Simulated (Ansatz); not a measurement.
System: interstitial Zn in monoclinic HfO2 (charge state +2). The step: Zn moves alone to another site; the atom moves 3.44 Å along (0.00, 0.42, -0.50) of the unit cell; the moving atom starts with neighbours O at 1.93, O at 1.96, 2 O at 2.09, O at 2.13 Å and ends with O at 1.93, O at 1.96, 2 O at 2.09, O at 2.13 Å. A PBE band in Ansatz (plane-wave PAW, the Γ point alone, 96 host sites, 52 SCF runs with any check of the saddle's order, static, no finite-size correction) gives a forward barrier of 2.12 eV. The saddle point's order was not checked. The charge state is imposed; whether it is stable for some Fermi level was not computed. Sites that were not tried may lie lower.

Single points at the band's start and saddle point can refine it. Rough cost of one point, in units of the band's mean SCF on the same machine:

| Level | Cost of one point |
|---|---|
| PBE, a 2×2×2 k-point mesh shifted by half a step | about 10 |
| r2SCAN at 500 eV, the Γ point alone | about 2 |

**Question.** Which of these move the barrier by more than 0.1 eV, and how far does each move it?

**Answer.** Not one does. PBE, a 2×2×2 k-point mesh shifted by half a step: +0.01 eV; r2SCAN at 500 eV, the Γ point alone: -0.04 eV. Each functional is compared with PBE at the same k-points.

Ansatz is an electronic-structure program.
